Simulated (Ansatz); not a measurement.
The reference is GaCuSe₂ in the chalcopyrite structure (space group I-42d, No. 122; a = 5.508 Å, c = 10.962 Å). Axes: x, y, z lie along a, b, c of the conventional cell.

Level of theory: Kohn–Sham DFT with the LDA functional, run in Ansatz (a first-principles code) with PAW and 420 eV plane waves, spin-orbit coupling left out.

Strains are applied to the cell and any free atomic positions relax.

One change was made to it. Results:

The pressure (mean of the normal stresses, compression positive) goes from zero to 1.21 GPa; the energy increases by 1.6 meV/atom; the band gap increases by 0.05 eV to 0.22 eV; the valence-band top at Γ (three highest levels, from the VBM) becomes 0.00, -0.13, -0.13 eV (base: 0.00, -0.09, -0.09 eV).

Question: Name the change that was made.
(A) uniaxial strain ε_zz = −3.00 %
(B) uniaxial strain ε_zz = −2.25 %
(C) uniaxial strain ε_zz = −1.50 %

Answer: C, uniaxial strain ε_zz = −1.50 %. For comparison, the energy relative to the base in the other runs: uniaxial strain ε_zz = −2.25 % gives +3.5 meV/atom; uniaxial strain ε_zz = −3.00 % gives +6.3 meV/atom.

Stability against distortions was not tested. All final runs are without spin polarisation. A zero or small gap of GaCuSe2 can be the functional's error rather than a property of the material.
